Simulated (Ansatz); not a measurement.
Ge on the Al site (broken-bond start) in wurtzite AlN

Computed with PBE, PAW (plane waves to 420 eV; Ansatz, a first-principles code). A 3×2×2 supercell of 96 sites was used; the energies come from a 2×2×2 shifted sampling of its zone. Sites at the start: the Al site; started 0.95 Å off site, one bond broken. Energies of charged states are corrected for periodic images (point charge plus alignment at distant sites). Dielectric constants: PBE linear response of the host. Host gap at this level: 4.03 eV. These values are not converged in cell size to better than tenths of an eV. The semilocal functional narrows the gap, so deep levels can fall outside it. Spin–orbit coupling is left out. Each state is the lowest found from its start.

Formation energies E_f are given with the Fermi level at the valence-band maximum. Chemical conditions: N-rich (Δμ(Al) = -2.74 eV, Δμ(Ge) = -0.009 eV, bounded by Ge3N4 (P31c); only phases computed here count, gases as isolated molecules at 0 K). Reference phases: Al: fcc Al, Ge: germanium.

```
charge         moment (μB)  largest move off a lattice site (Å)  image correction with alignment (eV)  E_f, N-rich (eV)
------  ------------------  -----------------------------------  ------------------------------------  ----------------
+1      not spin-polarised                                 0.04                                  0.32             -1.83
0                      1.0                                 0.17                                  0.00              2.12
−1      not spin-polarised                                 0.85                                  0.07              5.40
```

No other site or start that was run ended lower by more than 0.1 eV.

Transition levels above the valence-band maximum: ε(+1/0) = 3.95 eV; ε(0/−1) = 3.27 eV. On the lower envelope of the bound states, inside the gap: (+1/−1) at 3.61 eV; the others aren't thermodynamic.

Flagged in the runs: a host whose relaxation on this sampling wasn't shown to rest, a strain field that reaches the edge of the cell.
